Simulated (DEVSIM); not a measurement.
Device: Mo/SiO2/p-Ge capacitor, at 300 K.

Layer 1 from the left is SiO2, thickness (nm) 15.0. Layer 2 from the left is Ge, thickness (nm) 17000, Na (cm⁻³) 1.2e15.

Metal gate on the left, work function 4.6 eV. Fixed charge at the semiconductor interface 0 cm⁻² (in units of +e); no interface traps.

This is a model device: material constants are rounded textbook-type values typed into the input, and sizes, dopings and lifetimes were drawn at random. Values at 300 K.

SiO2: gap (eV) 9, affinity (eV) 0.9, permittivity 3.9. Ge: gap (eV) 0.664, affinity (eV) 4, permittivity 16, Nc (cm⁻³) 1.04e19, Nv (cm⁻³) 6e18.

Task: Estimate by hand the flat-band voltage, the threshold voltage, and compare with a numerical solution.

Result: 
- Flat-band voltage: C = 0.230 μF/cm², work-function difference 0.156 V; VFB = φms − qNf/C = 0.16 V; numerical 0.16 V.
- Threshold voltage: φF = 0.105 V, depletion charge √(4εqNφF) = 1.07e-8 C/cm²; VT = VFB + 2φF + Qd/C = 0.41 V; numerical 0.41 V.

DEVSIM, 1D Poisson equation in equilibrium, Boltzmann statistics, complete ionisation; no quantum confinement or tunnelling. Metal contacts follow the ideal Schottky-Mott rule: no Fermi-level pinning, no interface dipoles.
